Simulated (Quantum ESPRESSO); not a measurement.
Worked example: self-consistent single point of Ca (Fm-3m, 1 atom in the cell) in Quantum ESPRESSO.

Level of theory: PBEsol, PSlibrary PAW (PBE, semicore) pseudopotentials (plane waves; Quantum ESPRESSO).

The change in words: lattice scaled by 0.98; ecutwfc: 70 Ry → 75 Ry; pseudopotentials: {Ca: Ca.upf} → {Ca: Ca.pbe-spn-kjpaw_psl.1.0.0.UPF}; ecutrho: default → 450 Ry; input_dft: default → pbesol. Reference geometry:
```xyz
1
Lattice="-2.7984 0.0000 2.7984 0.0000 2.7984 2.7984 -2.7984 2.7984 0.0000" Properties=species:S:1:pos:R:3 pbc="T T T"
Ca     0.0000     0.0000     0.0000
```

Reference input (self-consistent single point, DFT, PBEsol, plane waves, PseudoDojo standard norm-conserving (PBESOL) pseudopotentials): ecutwfc = 70 Ry; occupations = smearing; smearing = gaussian; degauss = 0.0073499 Ry; potentials = {Ca: Ca.upf}; K_POINTS = automatic 7 7 7 0 0 0; conv_thr = 1e-10 Ry. This run's input differs from it in these lines:

```diff
@@ -10,6 +10,7 @@
     ibrav = 2,
-    A = 5.596740000,
+    A = 5.484806000,
     nat = 1,
     ntyp = 1,
-    ecutwfc = 70,
+    ecutwfc = 75,
+    ecutrho = 450,
     occupations = 'smearing',
@@ -17,2 +18,3 @@
     degauss = 0.0073499,
+    input_dft = 'pbesol',
 /
@@ -22,3 +24,3 @@
 ATOMIC_SPECIES
-Ca    40.0780  Ca.upf
+Ca    40.0780  Ca.pbe-spn-kjpaw_psl.1.0.0.UPF
 ATOMIC_POSITIONS {crystal}
```

The program printed (abridged):

```
     Self-consistent Calculation

     iteration #  1     ecut=    75.00 Ry     beta= 0.70

     Threshold (ethr) on eigenvalues was too large:
     Diagonalizing with lowered threshold

     c_bands:  1 eigenvalues not converged
     c_bands:  1 eigenvalues not converged
     c_bands:  2 eigenvalues not converged
     c_bands:  1 eigenvalues not converged
     c_bands:  2 eigenvalues not converged
   [... 3 lines left out ...]
     c_bands:  2 eigenvalues not converged
     c_bands:  4 eigenvalues not converged
     c_bands:  1 eigenvalues not converged
     c_bands:  5 eigenvalues not converged

   [... lines left out ...]

     iteration #  3     ecut=    75.00 Ry     beta= 0.70
     c_bands:  1 eigenvalues not converged
     c_bands:  2 eigenvalues not converged
     c_bands:  1 eigenvalues not converged
     c_bands:  5 eigenvalues not converged

     total energy              =    -131.82131007 Ry
     estimated scf accuracy    <       0.00000292 Ry

   [... 3 blocks of this kind left out ...]

     iteration #  7     ecut=    75.00 Ry     beta= 0.70

     total energy              =    -131.82131364 Ry
     estimated scf accuracy    <          1.4E-10 Ry

     iteration #  8     ecut=    75.00 Ry     beta= 0.70
     End of self-consistent calculation

     the Fermi energy is     5.1211 ev

!    total energy              =    -131.82131364 Ry
     estimated scf accuracy    <          4.3E-12 Ry
     smearing contrib. (-TS)   =      -0.00046430 Ry
     internal energy E=F+TS    =    -131.82084935 Ry

     convergence has been achieved in   8 iterations

     Forces acting on atoms (cartesian axes, Ry/au):

     atom    1 type  1   force =     0.00000000    0.00000000    0.00000000

     Total force =     0.000000     Total SCF correction =     0.000000

          total   stress  (Ry/bohr**3)                   (kbar)     P=       -2.60
  -0.00001765  -0.00000000  -0.00000000           -2.60       -0.00       -0.00
  -0.00000000  -0.00001765   0.00000000           -0.00       -2.60        0.00
  -0.00000000   0.00000000  -0.00001765           -0.00        0.00       -2.60

   JOB DONE.
```

The run converged in 8 iterations. Against the reference run the pressure goes from -1.20 to -0.26 GPa. The full log also holds: “c_bands:  2 eigenvalues not converged”. The full log also holds: “c_bands:  5 eigenvalues not converged”.

The starting cell has typed, rounded lattice constants, without a prior relaxation at this level. Its lattice was rescaled by up to half a per cent. For this run, on top of that: lattice scaled by 0.98.
